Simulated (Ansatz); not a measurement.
**Ansatz (a quantum-chemistry and plane-wave program) run on Hf (P6_3/mmc, 2 atoms in the cell): self-consistent single point**

Method: PBE (plane waves, PAW; Ansatz).

The input file:

Ansatz 0.2 input:
```yaml
crystal:
  lattice:
    - [3.162052, 0.000000, 0.000000]
    - [-1.581026, 2.738418, 0.000000]
    - [0.000000, 0.000000, 4.997112]
  atoms:
    - { symbol: Hf, position_ang: [-0.000002, 1.825613, 1.249278] }
    - { symbol: Hf, position_ang: [1.581028, 0.912805, 3.747834] }
basis:
  ecutwfc: 420.0
kpoints:
  mp_grid:
    grid: [12, 12, 7]
hamiltonian:
  xc: pbe
  pseudopotentials:
    kind: paw
scf:
  occupations:
    method: methfessel_paxton
    width: 0.136
output:
  forces: true
  eigenvalues: true
  stress: true
```

Output (repeated stretches shortened):

```
WARN the atoms were moved onto the symmetric positions of the space group found under crystal.symmetry.tolerance 1.0e-5 (fractional …
Pseudopotentials: kind: paw
Pseudopotential: Hf, paw, valence charge 26
Crystal: 2 atoms, lattice volume = 43.270 Å³
Basis set: ecut = 420 eV, 845 PW (Γ), exchange–correlation on 48×48×72 points (8 copies of the dense FFT grid, shifted against one another)
Bands: 32, of which v1, the nominal top of the filled ones, is band 26 counted from 1 (25 counted from 0)
Symmetry: 24 space group operations
Space group: P63/mmc (ITA 194), of the structure as read, at distance tolerance 3.5e-5 Å
k-points: 76 of 1008
Initial density: superposition of atomic densities (neutral atoms: chi_scale 0, normalization atom), corrected by the library's trained network
Initial wavefunctions: pseudopotential atomic-orbital guess
Eigensolver: davidson
Functional: x = pbe(κ = 0.804, μ = 0.2195149727645171), c = pbe(β = 0.06672455060314922)
SCF iter   1: F=—  HF=-31442.697477 eV  |F-HF|=—  |Δ(HF+E_count)|=         —  Δρ=3.29e-3  dr2=2.44e-3  ethr=1.77e-3  ⟨swp⟩=4.4  Hψ=7993  notcnv=0
all-band conjugate gradients solve this SCF's bands
preconditioner: auto → Kerker (q_TF=auto, 2.813 Å⁻¹)
SCF iter   2: F=—  HF=-31442.697594 eV  |F-HF|=—  |Δ(HF+E_count)|=   1.18e-4  S|Δr|=    0.00e0  Δρ=2.08e-3  dr2=1.06e-3  ethr=4.69e-6  ⟨swp⟩=2.0  Hψ=3521  notcnv=0
SCF iter   3: F=—  HF=-31442.697829 eV  |F-HF|=—  |Δ(HF+E_count)|=   2.35e-4  S|Δr|=    0.00e0  Δρ=4.34e-4  dr2=7.93e-5  ethr=2.04e-6  ⟨swp⟩=2.0  Hψ=3722  notcnv=0
SCF iter   4: F=—  HF=-31442.697741 eV  |F-HF|=—  |Δ(HF+E_count)|=   8.85e-5  S|Δr|=    0.00e0  Δρ=2.45e-4  dr2=1.33e-5  ethr=1.52e-7  ⟨swp⟩=2.0  Hψ=4326  notcnv=0
SCF iter   5: F=—  HF=-31442.697757 eV  |F-HF|=—  |Δ(HF+E_count)|=   1.62e-5  S|Δr|=    0.00e0  Δρ=4.47e-5  dr2=3.82e-7  ethr=2.56e-8  ⟨swp⟩=2.0  Hψ=4324  notcnv=0
SCF iter   6: F=-31442.697757 eV  HF=-31442.697757 eV  |F-HF|=1.33e-8  |Δ(HF+E_count)|=   3.58e-7  S|Δr|=    0.00e0  Δρ=1.56e-5  dr2=6.17e-8  ethr=1.92e-10  ⟨swp⟩=7.6  Hψ=11638  notcnv=0
SCF 1 converged in 6 iterations: F = -31442.697757 eV  dr2 = 6.17e-8
SCF converged after 6 iterations
Stability not checked (fill_not_monotonic)
Free energy (F): -31442.697757 eV
Harris-Foulkes:  -31442.697757 eV  (|F-HF|=1.33e-8)
Internal energy: -31442.697846 eV  (E = F + TS)
E sigma→0 (E₀):  -31442.697780 eV
Entropy (-TS):   0.000089 eV (0.044 meV/atom)
Fermi energy:    20.661225 eV
Step filling:    the computed levels leave a gap of 0.0163 eV = 0.1 smearing widths
--- Per-component energies (eV) ---
  E_band       = 114.322427
  E_kinetic    = 851.224342
  E_local      = -9963.217913  (includes V_loc(G=0)·N_el)
  E_nonlocal   = -2488.338454
  E_hartree    = 4703.223976
  E_xc         = -601.363166
  E_vxc        = -533.886973  (∫ρ·V_xc dr)
  E_paw        = -13856.370329  (= ΣΔE_a)
  E_vpaw       = 2842.117075  (= ΣTr[D̂ρ^β])
  E_aug_tail   = -0.000002  (compensation charges beyond the density's cutoff)
  E_ewald      = -10087.856300
  E_smearing   = 0.000089  (= −TS)
  E_closure    = -0.000000  (closes the sum)
  Σ components = -31442.697757   (vs F -31442.697757, Δ=0.00e0)
--- Forces (eV/Å), atoms counted from 1 ---
  atom   1  Hf     0.00000000     0.00000000     0.00000000
  atom   2  Hf     0.00000000    -0.00000000     0.00000000
  max |Σ_I F_I| component: 5.55e-17 eV/Å
--- Stress (GPa, compression-positive) ---
        4.687252       0.000000       0.000000
       -0.000000       4.687252       0.000000
        0.000000       0.000000       4.911234
  P = ⅓ Tr σ = 4.7619 GPa (47.619 kbar)
  The stress holds the Pulay correction. Without it, at fixed plane waves, as pw.x and ABINIT print it: P = 4.7148 GPa
--- Band table (eV; the first three rows and the last of 76) ---
  k-point 0: bands = ["-41.1878", "-41.1043", "-10.3997", "-9.5735", "-9.5735", "-9.4302", "-9.4302", "-9.4259", "8.8495", "8.8854", "8.8883", "8.8883", "8.8901", "8.8901", "8.8933", "8.9022", "8.9022", "8.9108", "8.9321", "8.9321", "8.9760", [...]
  k-point 1: bands = ["-41.1837", "-41.1084", "-10.3547", "-9.5665", "-9.5665", "-9.4779", "-9.4373", "-9.4373", "8.8501", "8.8773", "8.8773", "8.8880", "8.8884", "8.8958", "8.8958", "8.9040", "8.9040", "8.9120", "8.9360", "8.9360", "8.9762", [...]
  k-point 2: bands = ["-41.1722", "-41.1201", "-10.2273", "-9.6211", "-9.5467", "-9.5467", "-9.4574", "-9.4574", "8.8527", "8.8704", "8.8704", "8.8782", "8.8842", "8.8842", "8.8945", "8.9120", "8.9192", "8.9192", "8.9404", "8.9404", "8.9768", [...]
  k-point 75: bands = ["-41.0991", "-41.0991", "-10.1679", "-10.1679", "-9.9750", "-9.9053", "-9.5861", "-9.5861", "8.8788", "8.8874", "8.8874", "8.8907", "8.8982", "8.8982", "8.9031", "8.9089", "8.9089", "8.9125", "8.9125", "8.9128", "8.9562", [...]
```

The run converged in 6 iterations.

The starting cell comes from a database of computed structures (which also holds hypothetical and non-ambient phases and stackings), without a prior relaxation at this level. Its lattice was rescaled by a random factor within 2.5 % of one. Spin-orbit coupling is off. With a pressure of about 5 GPa the cell is away from its equilibrium volume at this level. Ansatz's pressure includes its estimate of the finite-basis (Pulay) stress.
